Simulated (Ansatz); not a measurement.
The parent structure is GaSb in the zinc blende structure (space group F-43m, No. 216; a = 6.111 Å).

Structures relaxed with PBEsol (Ansatz, an electronic-structure program), no spin-orbit coupling.

Base:

Simulated powder pattern, Cu Kα, λ = 1.54184 Å (kinematic, ideal powder, no thermal factors, no anomalous dispersion; the 10 strongest lines at most, above 2 %, up to 2θ = 90°):

```csv
2θ (°),I/Imax (%),hkl
25.24,100,(111)
29.23,5.8,(200)
41.81,73,(220)
49.46,47,(311)
60.61,12,(400)
66.71,19,(331)
68.68,2.0,(420)
76.34,24,(422)
81.91,14,(333)
```

Perturbation: every Ga is replaced by As; the structure is relaxed again.

Task: Where do the lines fall after the change?

Result: 
Simulated powder pattern, Cu Kα, λ = 1.54184 Å (kinematic, ideal powder, no thermal factors, no anomalous dispersion; the 10 strongest lines at most, above 2 %, up to 2θ = 90°):

| 2θ (°) | d (Å) | I/Imax (%) | hkl |
|---|---|---|---|
| 23.97 | 3.712 | 100 | (111) |
| 27.75 | 3.215 | 4.7 | (200) |
| 39.65 | 2.273 | 75 | (220) |
| 46.86 | 1.939 | 49 | (311) |
| 57.31 | 1.608 | 13 | (400) |
| 63.01 | 1.475 | 20 | (331) |
| 71.94 | 1.313 | 25 | (422) |
| 77.07 | 1.237 | 15 | (333) |
| 85.41 | 1.137 | 8.1 | (440) |

The indices refer to each structure's own conventional cell; one index is shown for lines that coincide.

No phonon test of stability was made. As relaxed here, SbAs is a hypothetical phase, not in the database extracts checked. The final runs are not spin-polarised.
